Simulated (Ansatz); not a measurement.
Checking a run of Ansatz (a quantum-chemistry and plane-wave program) on La2Bi (P1, 6 atoms in the cell). The aim is a self-consistent single point with DFT, r2SCAN, plane waves, default PAW files made with PBE.

Cell that was meant: a = 9.9456 Å, b = 9.9456 Å, c = 9.9456 Å, α = 152.66°, β = 152.66°, γ = 39.04°.

Part of the input:

Ansatz 0.2 input:
```yaml
    - { symbol: Bi, position: [0.86829100, 0.88704800, 0.02744800] }
    - { symbol: Bi, position: [0.14309000, 0.13680900, -0.00015200] }
basis:
  ecutwfc: 200.0
kpoints:
  mp_grid:
    grid: [5, 5, 6]
```

Output, abridged:

```
   [... lines left out ...]
PAW frozen core: Bi, regenerated for the run's functional
Initial density: superposition of atomic densities (neutral atoms: chi_scale 0, normalization atom), corrected by the library's trained network
Initial wavefunctions: pseudopotential atomic-orbital guess
Eigensolver: davidson
Functional: x = r2scan, c = r2scan; τ floored in thin density (d = 2e-4 eV/Å³)
SCF iter   1: F=—  HF=-49862.401504 eV  |F-HF|=—  |Δ(HF+E_count)|=         —  Δρ=3.69e-2  dr2=1.46e0  dr2_τ=4.16e-1  ethr=1.77e-3  ⟨swp⟩=6.8  Hψ=16570  notcnv=0  defer=10
all-band conjugate gradients solve this SCF's bands
preconditioner: auto → Kerker (q_TF=auto, 2.298 Å⁻¹)
SCF iter   2: F=—  HF=-49862.470857 eV  |F-HF|=—  |Δ(HF+E_count)|=   6.94e-2  Δρ=1.73e-2  dr2=3.17e-1  dr2_τ=1.29e-2  ethr=1.77e-3  ⟨swp⟩=2.0  Hψ=6982  notcnv=0  defer=164
   [... lines left out ...]
SCF iter   8: F=—  HF=-49862.437926 eV  |F-HF|=—  |Δ(HF+E_count)|=   2.16e-6  Δρ=3.03e-5  dr2=9.03e-6  dr2_τ=2.52e-8  ethr=1.85e-7  ⟨swp⟩=1.2  Hψ=3284  notcnv=0  defer=164
SCF iter   9: F=—  HF=-49862.437928 eV  |F-HF|=—  |Δ(HF+E_count)|=   1.63e-6  Δρ=3.62e-6  dr2=4.87e-8  dr2_τ=1.60e-9  ethr=1.35e-10  ⟨swp⟩=14.0  Hψ=17699  notcnv=0
SCF iter  10: F=-49862.437928 eV  HF=-49862.437928 eV  |F-HF|=3.44e-9  |Δ(HF+E_count)|=   1.72e-8  Δρ=1.37e-6  dr2=1.32e-8  dr2_τ=1.75e-10  ethr=6.58e-11  ⟨swp⟩=2.0  Hψ=10806  notcnv=0
SCF 1 converged in 10 iterations: F = -49862.437928 eV  dr2 = 1.32e-8
Free energy (F): -49862.437928 eV
Internal energy: -49862.425790 eV  (E = F + TS)
E sigma→0 (E₀):  -49862.431859 eV
Entropy (-TS):   -0.012137 eV (-2.023 meV/atom)
Fermi energy:    11.575709 eV
--- Forces (eV/Å), atoms counted from 1 ---
  atom   1  La    -0.04965702     0.00768325     0.11983085
  atom   2  La     0.15314635     0.12962909     0.00480465
  atom   3  La     0.07006538     0.07094500     0.26688122
  atom   4  La     0.79695537     0.07646815     0.39056431
  atom   5  Bi    -0.90578395    -0.15145709    -0.16386934
  atom   6  Bi    -0.06473565    -0.13326485    -0.61820580
--- Stress (GPa, compression-positive) ---
        0.451812      -0.081490       0.014306
       -0.081490       0.452732       0.021789
        0.014306       0.021789      -0.288376
  P = ⅓ Tr σ = 0.2054 GPa (2.054 kbar)
  The stress holds the Pulay correction. Without it, at fixed plane waves, as pw.x and ABINIT print it: P = -90.6810 GPa
```

Question: Is anything amiss in this input, and did it matter?

Answer: The run is not sound. The fault is a basis or grid far too coarse for these potentials. The error of an incomplete plane-wave basis or grid does not cancel at such settings. To fix it, restore the cutoff that the potentials need and check convergence. The run converged in 10 iterations without an error; against the sound input the free energy goes up by 3.96 eV/atom, the pressure goes from -0.14 to 0.21 GPa and the largest force goes from 0.660 to 0.933 eV/Å. At a fixed set of plane waves, without the program's Pulay estimate, the pressure is -90.68 GPa against -0.17 GPa.

An input that runs soundly differs in these lines (not the only fix; some lines may just follow from the change or write a value another way):
```diff
-  ecutwfc: 200.0
+  ecutwfc: 500.0
```

With that input, the run converged in 9 iterations: free energy E − TS (on the zero of these files) -49886.1999 eV; Fermi level (on the code's own zero) 11.50 eV; pressure -0.14 GPa; largest force (vector length) 0.660 eV/Å (DFT, r2SCAN, plane waves, default PAW files made with PBE).

On the sound input: the starting cell comes from a database of computed structures (which also holds hypothetical and non-ambient phases and stackings), without a prior relaxation at this level. Its atoms were displaced at random from the sites of space group no. 139. Ansatz's pressure includes its estimate of the finite-basis (Pulay) stress.
